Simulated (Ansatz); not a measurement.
# SiO2, response to strain

Take SiO$_{2}$ in the rutile structure (space group P4_2/mnm, No. 136; a = 4.185 Å, c = 2.668 Å) as the base. Axes: x, y, z lie along a, b, c of the conventional cell.

Strains are applied to the cell and any free atomic positions relax; under biaxial strain the out-of-plane vector relaxes too.

The values are results of r2SCAN (Ansatz, a first-principles code), spin-orbit coupling left out, earlier PAW set, not measurements.

| case | hole mass | band gap | volume per atom | width of the top valence band | electron mass |
|---|---|---|---|---|---|
| base | 1.7 mₑ along c, 1.1 mₑ across (at Γ) | 6.53 eV | 7.79 Å³ | 2.71 eV | 0.38 mₑ along c, 0.48 mₑ across (at Γ) |
| biaxial strain −2.45 %, plane normal [001], relaxed out of plane | 1.4 mₑ out of plane, 1.1 mₑ in plane (at Γ) | 6.98 eV | 7.51 Å³ | 2.78 eV | 0.37 mₑ out of plane, 0.52 mₑ in plane (at Γ) |
| biaxial strain +1.06 %, plane normal [001], relaxed out of plane | 2.0 mₑ out of plane, 1.1 mₑ in plane (at Γ) | 6.35 eV | 7.91 Å³ | 2.66 eV | 0.38 mₑ out of plane, 0.47 mₑ in plane (at Γ) |
| biaxial strain +1.25 %, plane normal [001], relaxed out of plane | 2.0 mₑ out of plane, 1.1 mₑ in plane (at Γ) | 6.32 eV | 7.94 Å³ | 2.65 eV | 0.38 mₑ out of plane, 0.47 mₑ in plane (at Γ) |
| biaxial strain +4.78 %, plane normal [001], relaxed out of plane | – | 5.86 eV | 8.37 Å³ | 2.36 eV | – |
| isotropic strain −0.91 % | 1.7 mₑ along c, 1.1 mₑ across (at Γ) | 7.01 eV | 7.58 Å³ | 2.80 eV | 0.39 mₑ along c, 0.51 mₑ across (at Γ) |
| isotropic strain −0.62 % | 1.7 mₑ along c, 1.1 mₑ across (at Γ) | 6.85 eV | 7.64 Å³ | 2.77 eV | 0.39 mₑ along c, 0.50 mₑ across (at Γ) |
| isotropic strain +0.92 % | 1.7 mₑ along c, 1.1 mₑ across (at Γ) | 6.06 eV | 8.01 Å³ | 2.61 eV | 0.36 mₑ along c, 0.46 mₑ across (at Γ) |
| isotropic strain +1.90 % | 1.8 mₑ along c, 1.1 mₑ across (at Γ) | 5.59 eV | 8.24 Å³ | 2.52 eV | 0.36 mₑ along c, 0.46 mₑ across (at Γ) |

Masses are band curvatures over ±0.01 Å⁻¹ around the edge. Whether these cells are dynamically stable was not tested.
